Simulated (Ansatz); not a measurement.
# Effect of isotropic strain +1.71 % on hypothetical diamond W

Start from W in the diamond structure (space group Fd-3m, No. 227; a = 5.7582 Å; a hypothetical phase, not in the database extracts checked; relaxed with 0.1 eV smearing).

The change: the cell is scaled by 1.0171 in all directions; the atoms relax in the strained cell.

Computed with Kohn–Sham DFT with the PBEsol functional, run in Ansatz (a program for electronic structure) with PAW and 420 eV plane waves, no SOC. Settings: 17×17×17 k-points, 0.1 eV Fermi–Dirac smearing.

| quantity | base | changed | shift |
|---|---|---|---|
| space group | Fd-3m (No. 227) | Fd-3m (No. 227) | – |
| shortest interatomic distance | 2.493 Å | 2.536 Å | +0.043 Å |
| energy relative to the base (free energy F) | 0 meV/atom | +24 meV/atom | +24 meV/atom |
| pressure | 0.0 GPa | -6.0 GPa | -6.0 GPa |
| band gap | zero | zero | – |

No phonon test of stability was made. The final runs are not spin-polarised.
